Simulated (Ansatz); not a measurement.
Hypothetical Fm-3m WGe2: pressure −1 GPa

Base system: WGe$_{2}$ (space group Fm-3m, No. 225; a = 6.078 Å; a hypothetical phase, not in the database extracts checked).

The change: hydrostatic tension (pressure −1 GPa).

Level of theory: Ansatz (a quantum-chemistry and plane-wave program), r2SCAN, PAW, cutoff 500 eV, without spin-orbit coupling. Settings: 13×13×13 k-points, 0.05 eV Fermi–Dirac smearing.

```tsv
quantity	base	changed	shift
volume per atom	18.71 Å³	18.86 Å³	+0.15 Å³
density	9.74 g/cm³	9.66 g/cm³	-0.08 g/cm³
band gap	zero	zero	–
```

Final structure:

```xyz
3
Lattice="0.0000 3.0471 3.0471 3.0471 0.0000 3.0471 3.0471 3.0471 0.0000" Properties=species:S:1:pos:R:3 pbc="T T T"
W      0.0000     0.0000     0.0000
Ge     1.5235     1.5235     1.5235
Ge     4.5706     4.5706     4.5706
```

Load acts through the strain it causes; cell and atoms are relaxed under it. Whether these cells are dynamically stable was not tested. All final runs are without spin polarisation. WGe2 has a high density of states at the Fermi level and may be magnetic at this level.
